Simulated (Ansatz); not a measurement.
A relaxation of cell and atoms of TiO2 (Pbca, 24 atoms in the cell) with Ansatz (a program for electronic structure).

Method: PBE, PAW files (plane waves; Ansatz).

```yaml
crystal:
  lattice:
    - [5.03738, 0.00000, 0.00000]
    - [0.00000, 8.99469, 0.00000]
    - [0.00000, 0.00000, 5.34066]
  atoms:
    - { symbol: Ti, position: [0.13791, 0.37103, 0.40258] }
    - { symbol: Ti, position: [0.86209, 0.62897, 0.59742] }
    - { symbol: Ti, position: [0.36209, 0.62897, 0.90258] }
    - { symbol: Ti, position: [0.63791, 0.37103, 0.09742] }
    - { symbol: Ti, position: [0.63791, 0.12897, 0.59742] }
    - { symbol: Ti, position: [0.36209, 0.87103, 0.40258] }
    - { symbol: Ti, position: [0.86209, 0.87103, 0.09742] }
    - { symbol: Ti, position: [0.13791, 0.12897, 0.90258] }
    - { symbol: O, position: [0.46471, 0.26971, 0.38999] }
    - { symbol: O, position: [0.53529, 0.73029, 0.61001] }
    - { symbol: O, position: [0.03529, 0.73029, 0.88999] }
    - { symbol: O, position: [0.96471, 0.26971, 0.11001] }
    - { symbol: O, position: [0.96471, 0.23029, 0.61001] }
    - { symbol: O, position: [0.03529, 0.76971, 0.38999] }
    - { symbol: O, position: [0.53529, 0.76971, 0.11001] }
    - { symbol: O, position: [0.46471, 0.23029, 0.88999] }
    - { symbol: O, position: [0.81663, 0.01048, 0.85119] }
    - { symbol: O, position: [0.18337, 0.98952, 0.14881] }
    - { symbol: O, position: [0.68337, 0.98952, 0.35119] }
    - { symbol: O, position: [0.31663, 0.01048, 0.64881] }
    - { symbol: O, position: [0.31663, 0.48952, 0.14881] }
    - { symbol: O, position: [0.68337, 0.51048, 0.85119] }
    - { symbol: O, position: [0.18337, 0.51048, 0.64881] }
    - { symbol: O, position: [0.81663, 0.48952, 0.35119] }
```

Reference input (self-consistent single point, DFT, PBE, plane waves, PAW files): kpoints.mp_grid.grid = 3 2 3; hamiltonian.xc = pbe; hamiltonian.pseudopotentials = {kind: paw} (the program's default PAW files); scf.occupations.method = fixed. This run's input differs from it in these lines:

Ansatz 0.2 input:
```diff
@@ -31,2 +31,4 @@
     - { symbol: O, position: [0.816630, 0.489520, 0.351190] }
+basis:
+  ecutwfc: 590.0
 kpoints:
@@ -38,2 +40,4 @@
   occupations: { method: fixed }
+relax:
+  cell: {}
 output:
```

Output, abridged:

```
   [... SCF lines of the steps left out ...]
relax step   1: F+E_penalty+E_count = -29108.44807470 eV  Δ(F+E_penalty+E_count) = +0.000e0 eV  max|allowed force component| = 4.107e-1 eV/Å  Δτ_max = 0.0000 Å  P = +21.654 GPa  Ω = 241.983 Å³  (10 SCF iters, dr2 threshold 1.00e-7 eV, accepted)
relax step   2: F+E_penalty+E_count = -29109.61792768 eV  Δ(F+E_penalty+E_count) = -1.170e0 eV  max|allowed force component| = 1.480e-1 eV/Å  Δτ_max = 0.0094 Å  P = +6.420 GPa  Ω = 255.885 Å³  energy of the carried Pulay correction = -2.439e-3 eV  [...]
   [... lines left out ...]
relax step   7: F+E_penalty+E_count = -29109.77290767 eV  Δ(F+E_penalty+E_count) = -1.623e-3 eV  max|allowed force component| = 4.032e-3 eV/Å  Δτ_max = 0.0071 Å  P = -0.009 GPa  Ω = 263.514 Å³  energy of the carried Pulay correction = -3.721e-3 eV  [...]
relax step   8: F+E_penalty+E_count = -29109.77687270 eV  Δ(F+E_penalty+E_count) = -3.965e-3 eV  max|allowed force component| = 4.228e-3 eV/Å  Δτ_max = 0.0000 Å  P = -0.006 GPa  Ω = 263.514 Å³  stress off target by 2.39e-2 GPa  SCF on the basis [...]
basis re-selected at this cell: Δ(F+E_penalty+E_count) = -3.965e-3 eV, ΔP = +0.003 GPa vs the last step
the relaxation is at rest under the 8 symmetry operations that the run kept from its start: a minimum is not shown …
Free energy (F): -29109.776873 eV
Internal energy: -29109.776873 eV  (E = F + TS)
E sigma→0 (E₀):  -29109.776873 eV
Fermi energy:    7.868511 eV
--- Forces (eV/Å), atoms counted from 1 ---
  atom   1  Ti    -0.00199015    -0.00011371    -0.00033966
  atom   2  Ti     0.00199015     0.00011371     0.00033966
   [... lines left out ...]
  cell:  # Å, volume = 263.5140 Å³
   [... lines left out ...]
    - { symbol: O, position: [0.31703747681206745, 0.4896952333639436, 0.1482226950635278] }
    - { symbol: O, position: [0.6829625231879325, 0.5103047666360566, 0.8517773049364722] }
    - { symbol: O, position: [0.18296252318793257, 0.5103047666360566, 0.6482226950635279] }
    - { symbol: O, position: [0.8170374768120672, 0.4896952333639436, 0.35177730493647213] }
```

The run converged. 

Summary of the result:
| Quantity | Result |
|---|---|
| Free energy E − TS (on the zero of these files) | -29109.7769 eV |
| Top of the valence band (on the code's own zero) | 7.87 eV |
| Gap on the k-point mesh | 2.40 eV |
| Pressure | -0.01 GPa |
| Largest force (vector length) | 0.005 eV/Å |
| Final cell | a = 5.169 Å, b = 9.260 Å, c = 5.505 Å, α = 90.00°, β = 90.00°, γ = 90.00° |
| Final volume per atom | 10.98 Å³ |
| Relaxation steps | 8 |

The starting cell comes from a database of computed structures (which also holds hypothetical and non-ambient phases and stackings), without a prior relaxation at this level. Its lattice was rescaled by a random factor within 2.5 % of one. The relaxation keeps the symmetry of its start, so its end need not be a minimum. Ansatz's pressure includes its estimate of the finite-basis (Pulay) stress.

Cost on one core of a shared machine: roughly 4 min.
